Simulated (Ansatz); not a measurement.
We consider SnF4 (I4/mmm, No. 139), described by PBE0 (Ansatz, a first-principles code, PAW).

Settings: plane-wave cutoff 500 eV, 8×8×8 k mesh, gaussian smearing 0.02 eV, scalar-relativistic PAW data made under PBE.

Cell (relaxed with r²SCAN):

```yaml
crystal:
  lattice:
    - [-2.03869, 2.03869, 3.93338]
    - [2.03869, -2.03869, 3.93338]
    - [2.03869, 2.03869, -3.93338]
  atoms:
    - { symbol: Sn, position: [0.00000, 0.00000, 0.00000] }
    - { symbol: F, position: [0.76012, 0.76012, 0.00000] }
    - { symbol: F, position: [0.23988, 0.23988, 0.00000] }
    - { symbol: F, position: [0.50000, 0.00000, 0.50000] }
    - { symbol: F, position: [0.00000, 0.50000, 0.50000] }
```

### Question
What does this level give for the band gap?

### Answer

* **band gap**: 6.41 eV (on the SCF k mesh)

Note: cell and atoms aren't relaxed at this level (largest force component 0.26 eV/Å, pressure 0.4 GPa).

Spin–orbit coupling is not included.

Static lattice: no zero-point or thermal effects.

It cost roughly 9 core-minutes of CPU time.
